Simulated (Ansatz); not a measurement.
We consider CdZnS₂ (P3m1, No. 156, 4 atoms in the cell; start mp-1215475), described by LDA (plane waves, PAW; Ansatz, an electronic-structure program).

Output (set-up and result lines):

```
Relaxation: its limit of steps is 80 (relax.max_steps)
Crystal: 4 atoms, lattice volume = 82.727 Å³
Basis set: ecut = 520 eV, 2237 PW (Γ), exchange–correlation on 60×60×96 points (8 copies of the dense FFT grid, shifted against one another)
Bands: 27, of which v1, the nominal top of the filled ones, is band 22 counted from 1 (21 counted from 0)
Symmetry: 6 space group operations
Space group: P3m1 (ITA 156), of the structure as read, at distance tolerance 4.4e-5 Å
k-points: 100 of 864 (time reversal used)
Functional: x = slater, c = lda
SCF iter   1: F=—  HF=-13105.964393 eV  |F-HF|=—  |Δ(HF+E_count)|=         —  Δρ=7.85e-3  dr2=4.70e-2
SCF iter   2: F=—  HF=-13105.952090 eV  |F-HF|=—  |Δ(HF+E_count)|=   1.23e-2  Δρ=3.40e-3  dr2=1.04e-2
  ...
SCF 1 converged in 8 iterations: F = -13105.948936 eV  dr2 = 7.49e-9
Crystal: 4 atoms, lattice volume = 82.727 Å³
Initial density: handed on by an earlier stage of this run
SCF 2 converged in 5 iterations: F = -13105.949204 eV  dr2 = 9.30e-8
Crystal: 4 atoms, lattice volume = 82.727 Å³
SCF 3 converged in 6 iterations: F = -13105.949247 eV  dr2 = 2.68e-9
Crystal: 4 atoms, lattice volume = 82.727 Å³
SCF iter   5: F=—  HF=-13105.949246 eV  |F-HF|=—  |Δ(HF+E_count)|=  1.98e-10  Δρ=4.17e-7  dr2=6.20e-11
SCF iter   6: F=-13105.949246 eV  HF=-13105.949246 eV  |F-HF|=3.64e-12  |Δ(HF+E_count)|=  1.22e-10  Δρ=5.33e-8  dr2=2.43e-12
SCF 4 converged in 6 iterations: F = -13105.949246 eV  dr2 = 2.43e-12
SCF converged after 6 iterations
Free energy (F): -13105.949246 eV
Internal energy: -13105.949246 eV  (E = F + TS)
E sigma→0 (E₀):  -13105.949246 eV
Fermi energy:    7.980622 eV
--- Stress (GPa, compression-positive) ---
        1.556716       0.000000       0.000000
        0.000000       1.556716       0.000000
       -0.000000       0.000000       1.559877
  P = ⅓ Tr σ = 1.5578 GPa (15.578 kbar)
```

Problem. Write an input file that could have produced this run (the log leaves some choices open).

Solution. One answer among several that fit: 
Ansatz 0.2 input:
```yaml
crystal:
  lattice:
    - [3.8594731621, 0.0, 0.0]
    - [-1.9297365811, 3.3424018036, 0.0]
    - [0.0, 0.0, 6.4130218589]
  atoms:
    - { symbol: Zn, position: [0.0, 0.0, 0.9990684045] }
    - { symbol: Cd, position: [0.3333333333, 0.6666666667, 0.5076933858] }
    - { symbol: S, position: [0.3333333333, 0.6666666667, 0.8917511185] }
    - { symbol: S, position: [0.0, 0.0, 0.3534770912] }
basis:
  ecutwfc: 520
  ecutrho_ratio: 4
  xc_grid: 2
kpoints:
  mp_grid: { grid: [12, 12, 6] }
hamiltonian:
  xc: lda
  dispersion: none
  pseudopotentials: { kind: paw }
scf:
  occupations: { method: fermi_dirac, width: 0.01 }
output:
  forces: true
  stress: true
  eigenvalues: true
relax:
  f_tol: 0.004
  escape_saddle: false
  max_steps: 80
  cell: { stress_tol: 0.02, fix: [volume] }
```

The cell is one volume of an energy–volume scan, off the minimum.

The PAW data were made under PBE.

Note: the relaxation could not lower the start's symmetry, so the cell can be a saddle point above a distorted one.

Computing time: very roughly 2.9 core-minutes.

A start named mp-… is a Materials Project structure, which need not be a measured phase.
